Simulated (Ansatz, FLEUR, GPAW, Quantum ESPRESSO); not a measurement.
# SrCu₂Ge₂ (I4/mmm, 5 atoms in the cell) computed with different codes at matched settings

Self-consistent single point, at a second geometry (lattice scaled by 0.98). First geometry:

```
CELL_PARAMETERS angstrom
     -2.15371     2.15371     5.19496
      2.15371    -2.15371     5.19496
      2.15371     2.15371    -5.19496
ATOMIC_POSITIONS crystal
  Sr 0.00000 0.00000 0.00000
  Cu 0.25000 0.75000 0.50000
  Cu 0.75000 0.25000 0.50000
  Ge 0.62698 0.62698 0.00000
  Ge 0.37302 0.37302 0.00000
```

Shared settings, as Ansatz (a quantum-chemistry and plane-wave program) writes them: kpoints.mp_grid.grid = 7 7 7; scf.occupations.method = fermi_dirac; scf.occupations.width = 0.136 eV. Potentials and cutoffs stand in the table.

```json
[
 {"code": "Ansatz", "model": "PBEsol, PAW files made with PBE", "ΔF from the first geometry (meV/atom)": "-20.9", "pressure (GPa)": "-0.76", "largest force (eV/Å)": "0.016", "cutoff": "420 eV"},
 {"code": "GPAW", "model": "PBEsol, GPAW PAW datasets PBEsol (made by gpaw-setup)", "ΔF from the first geometry (meV/atom)": "-16.1", "pressure (GPa)": "-0.15", "largest force (eV/Å)": "0.024", "cutoff": "850 eV"},
 {"code": "FLEUR", "model": "PBEsol, all-electron FLAPW (FLEUR), scalar-relativistic valence", "ΔF from the first geometry (meV/atom)": "-21.1", "pressure (GPa)": "–", "largest force (eV/Å)": "0.024", "cutoff": "Kmax 3.8 1/bohr"},
 {"code": "Quantum ESPRESSO", "model": "PBEsol, PSlibrary ultrasoft (PBE) pseudopotentials", "ΔF from the first geometry (meV/atom)": "-16.0", "pressure (GPa)": "-0.36", "largest force (eV/Å)": "0.017", "cutoff": "50 Ry"}
]
```

A dash marks a value that a program does not give, or that is left out as unsure.

On Ansatz's run: spin polarisation is off.

The spread over the programs that give each value: ΔF from the first geometry within 5.1 meV/atom; pressure within 0.61 GPa; largest force within 0.008 eV/Å.

FLEUR treats all electrons, but the usual bases taken here (sphere radii, linearisation, local orbitals, empty states) were not tested for convergence, so the values are no reference for the others. Ansatz's pressure is given at a fixed set of plane waves, as the other plane-wave codes print theirs; with its correction for the finite basis it is -0.72 GPa.

The starting cell comes from a database of computed structures (which also holds hypothetical and non-ambient phases and stackings), without a prior relaxation at this level. Its lattice was rescaled by a random factor within 2.5 % of one. For this run, on top of that: lattice scaled by 0.98.

Left out of this page: SIESTA (unsound by tests on forces, stress, charge or solver warnings).

Keys are those of Ansatz 0.2.
